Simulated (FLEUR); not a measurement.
## Several settings converged on HoTe (Fm-3m, 2 atoms in the cell)

```
CELL_PARAMETERS angstrom
      0.00000     3.04044     3.04044
      3.04044     0.00000     3.04044
      3.04044     3.04044     0.00000
ATOMIC_POSITIONS crystal
  Ho 0.00000 0.00000 0.00000
  Te 0.50000 0.50000 0.50000
```
Moments meant for the start (each program seeds them in its own way; μB, in the order of the atoms Ho Te): 4.0 0.0.

Base method: PBEsol, all-electron FLAPW (FLEUR), scalar-relativistic valence in FLEUR.

Base settings: Kmax = 3.8 1/bohr; GmaxXC = 15.2 1/bohr; xcFunctional = PBEs; jspins = 2; l_soc = F; mode = hist; fermiSmearingEnergy = 0.00367493 Htr; mesh (inpgen div1-3) = 4 4 4; inpgen gamma flag = true; Gmax = 15.2 1/bohr.

Core times come from one kind of shared machine, to one figure; runs under 30 s give none.

**The k-point mesh**

Moved along: kpt_gamma.

The second cell is the first with its lattice scaled by 0.98.

Only quantities that move along the ladder and can be compared are tabulated.

| kpt_div | free energy less the last step's (meV/atom) | energy of the compressed cell less the first (meV/atom) | net moment (μB/atom) | core time / last (rough) |
|---|---|---|---|---|
| 2 2 2 | 308.86 | 42.82 | 1.862 | 0.6 |
| 4 4 4 | -1.24 | 39.66 | 1.641 | 0.6 |
| 5 5 5 | 1.91 | 40.22 | 1.649 | 0.7 |
| 6 6 6 | -0.22 | 39.87 | 1.654 | 1 |
| 8 8 8 | 0.00 | 40.11 | 1.645 | 1 |

Coarsest kpt_div that holds the net moment within 0.02 μB/atom of the last step, with all finer ones: 4 4 4; the step before is off by 0.22 μB/atom.

Coarsest kpt_div that holds the energy of the compressed cell less the first within 2 meV/atom of the last step, with all finer ones: 4 4 4; the step before is off by 2.7 meV/atom.

Coarsest kpt_div that holds the free energy within 1 meV/atom of the last step, with all finer ones: 6 6 6; the step before is off by 1.9 meV/atom.

The energy difference between the two cells stays within 1 meV/atom of the last step's from 4 4 4 on, the total only from 6 6 6 on: much of the error is common to both cells and cancels.

**The k-point mesh at a smearing width of 0.02 eV**

In this ladder: fermiSmearingEnergy = 0.00073499 Htr; kpt_gamma = false.

Only quantities that move along the ladder and can be compared are tabulated.

```csv
kpt_div,free energy less the last step's (meV/atom),net moment (μB/atom),core time / last (rough)
3 3 3,1.43,1.722,0.3
5 5 5,3.57,1.647,0.4
7 7 7,-1.78,1.640,0.8
9 9 9,0.00,1.640,1
```

Coarsest kpt_div that holds the free energy within 2 meV/atom: not settled: the last two steps still differ by 1.8 meV/atom, over half the tolerance, so the ladder does not show it.

Coarsest kpt_div that holds the net moment within 0.05 μB/atom of the last step, with all finer ones: 5 5 5, at about 0.4 of the last step's time; the step before is off by 0.082 μB/atom.

On the base run: the starting cell comes from a database of computed structures (which also holds hypothetical and non-ambient phases and stackings), without a prior relaxation at this level. Its lattice was rescaled by up to half a per cent. With one magnetic atom in the cell only a parallel order is possible. With U or open f shells several self-consistent states can exist. The f electrons are in the valence without U or exact exchange, which can misplace them near the Fermi level. Spin-orbit terms, which matter for f shells, are left out. Values depend on the basis (sphere radii, cutoffs, local orbitals), which need not be converged.
